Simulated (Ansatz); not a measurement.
Take Ti in the hcp (Mg type) structure (space group P6_3/mmc, No. 194; a = 2.939 Å, c = 4.654 Å; relaxed with 0.1 eV smearing) as the base. Axes: x lies along a and z along c of the hexagonal cell.

Method: PBE, PAW, 420 eV (Ansatz, a first-principles code; without spin-orbit coupling), earlier PAW set.

For the base:

```
Quantity                        Result
-----------------------------  -------
Shortest interatomic distance  2.880 Å
```

It is then changed as follows: the cell is stretched by 0.21 % along y with no lateral relaxation; the atoms relax in the strained cell.

**Question.** Predict the new stress.

**Answer.** The stress (xx, yy, zz, yz, xz, xy; compression positive) amounts to (-0.2, -0.3, -0.1, 0.0, 0.0, 0.0) GPa.

**Question.** What happens to the energy relative to the base?

**Answer.** The energy stays essentially unchanged.

**Question.** How does this affect the shortest interatomic distance?

**Answer.** The shortest interatomic distance hardly moves (2.880 Å against 2.879 Å).

Stability against distortions was not tested. The final runs are not spin-polarised.
